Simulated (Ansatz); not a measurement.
Consider Al in the fcc (Cu type) structure (space group Fm-3m, No. 225; a = 3.992 Å; relaxed with 0.1 eV smearing). Axes: x, y, z lie along the cube axes.

Level of theory: Ansatz (a program for electronic structure) r2SCAN, no spin-orbit coupling, earlier PAW set.

Base values:

```
Property            Value
---------------  --------
Volume per atom  15.91 Å³
```

It is then changed as follows: uniaxial stress, 2 GPa compression along x, with the cell and atoms free to relax against it.

**Question.** How does this affect the energy relative to the base?

**Answer.** The energy rises by 1.9 meV/atom.

**Question.** What happens to the mean lateral Poisson ratio?

**Answer.** The mean lateral Poisson ratio amounts to 0.35.

**Question.** What does the calculation give for the secant Young's modulus along x after the change?

**Answer.** The secant Young's modulus along x amounts to 98 GPa.

**Question.** Predict the new volume per atom.

**Answer.** The volume per atom decreases by 0.10 Å³ to 15.81 Å³.

Load acts through the strain it causes; cell and atoms are relaxed under it. Beyond what the load breaks, stability against distortions was not tested.
